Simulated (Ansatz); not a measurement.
# Worked sum: formation energy of F_i in Mo (bcc, Im-3m)

Consider the formation energy of F_i in Mo (bcc, Im-3m). Reaction: 64 Mo (bcc) + 1/2 F2 (gas) → cell A.

A: a supercell of 64 sites of Mo (bcc, Im-3m) with F off the lattice sites (4 Mo at 2.04 Å); spin state with PBE: run without spin.

Ansatz (an electronic-structure program) with PAW potentials; structures come from PBE relaxations, nuclei static, no net charge. Ansatz runs with its default PAW set. Other levels take these structures. The lattices are those relaxed with PBE, so at other levels the solids can be strained, which adds to the spread. Larger cells are relaxed from a start prepared with the learned potential CHGNet, on a coarser mesh till forces fall under 0.03 eV/Å, which some starts already meet. A dispersion term (D3(BJ), or D4 for r2SCAN) was computed beside these levels and is taken off wherever the name lacks it. Space groups of crystals are read within 0.01 Å. No Hubbard U is applied. Mesh and cell size may move defect energies by 0.1 eV or more. Cell A has symmetry I-4m2 within 0.02 Å and got no random move, so less symmetric positions, which may lie lower, weren't tried.

Total energies of the cells in eV, at zero smearing width. They compare only within one column; the weights balance every element.

| cell | atoms | weight | PBE | PBE+D3(BJ) |
|---|---|---|---|---|
| A: Mo:F_i | 65 | +1 | -317989.47678 | -318034.97328 |
| Mo (bcc) | 64 | −1 | -317185.64310 | -317230.85081 |
| F2 (gas) | 2 | −1/2 | -1611.18697 | -1611.19155 |

PBE: (-317989.47678) − (-317185.64310) − 1/2 × (-1611.18697) = 1.760 eV.

PBE+D3(BJ): (-318034.97328) − (-317230.85081) − 1/2 × (-1611.19155) = 1.473 eV.
